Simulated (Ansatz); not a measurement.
Zr: response to strain

Take Zr in the hcp (Mg type) structure (space group P6_3/mmc, No. 194; a = 3.246 Å, c = 5.151 Å) as the base. Axes: x lies along a and z along c of the hexagonal cell.

Strains are applied to the cell and any free atomic positions relax; under biaxial strain the out-of-plane vector relaxes too.

All numbers come from r2SCAN (Ansatz, a first-principles code, PAW, scalar-relativistic without spin-orbit coupling).

Notes on the quantities. pressure: mean of the normal stresses, compression positive.

| case | shortest interatomic distance | pressure |
|---|---|---|
| base | 3.185 Å | 0.0 GPa |
| biaxial strain +2.16 %, plane normal [001], relaxed out of plane | 3.178 Å | ___ |
| biaxial strain +4.16 %, plane normal [001], relaxed out of plane | 3.174 Å | -4.3 GPa |
| uniaxial strain ε_xx = +3.56 % | 3.199 Å | ___ |
| uniaxial strain ε_zz = −0.77 % | ___ | 0.8 GPa |
| tensor shear ε_xy = −3.73 % | ___ | 0.1 GPa |

Question: What belongs in the blanks?

Answer: 
- biaxial strain +2.16 %, plane normal [001], relaxed out of plane, pressure: -2.4 GPa
- uniaxial strain ε_xx = +3.56 %, pressure: -3.1 GPa
- uniaxial strain ε_zz = −0.77 %, shortest interatomic distance: 3.169 Å
- tensor shear ε_xy = −3.73 %, shortest interatomic distance: 3.142 Å

Without a gap, meshes like the base's 16×16×9 leave anisotropic stresses uncertain by several tenths of a GPa, and small strain energies with them. Stability against distortions was not tested. All final runs are without spin polarisation.
